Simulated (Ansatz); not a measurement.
# How far PBE and r2SCAN part for La2O3, pressure 9 GPa

Base system: La$_{2}$O$_{3}$ (space group P-3m1, No. 164; a = 3.940 Å, c = 6.188 Å).

(Cell as relaxed with PBE.)

Levels (all Ansatz, a first-principles code, PAW): PBE (420 eV, no spin-orbit coupling); r2SCAN (500 eV, no spin-orbit coupling).

Each level relaxes its own structure.

| base | PBE | r2SCAN |
|---|---|---|
| volume per atom | 16.64 Å³ | 16.43 Å³ |
| lattice parameter a | 3.940 Å | 3.935 Å |
| band gap | 3.83 eV | 4.23 eV |

It is then changed as follows: cell and atoms relaxed at a pressure of 9 GPa.

```csv
quantity,PBE,r2SCAN
volume per atom,15.48 Å³,…
shift of the gap caused by the change,+0.03 eV,…
smallest direct gap,3.96 eV,…
band gap,3.87 eV,…
```

Question: Predict the r2SCAN column.

Answer: 
- volume per atom, r2SCAN: 15.34 Å³
- shift of the gap caused by the change, r2SCAN: -0.02 eV
- smallest direct gap, r2SCAN: 4.33 eV
- band gap, r2SCAN: 4.21 eV

PBE's volume per atom lies 0.14 Å³ above r2SCAN's (0.9 %); PBE's shift of the gap caused by the change lies 0.05 eV above r2SCAN's; PBE's smallest direct gap lies 0.37 eV below r2SCAN's; PBE's band gap lies 0.34 eV below r2SCAN's. Neither level is exact; r2SCAN is the comparison here, not a measurement.

Load acts through the strain it causes; cell and atoms are relaxed under it. Stability against distortions was not tested. Competing high-pressure phases were not computed.
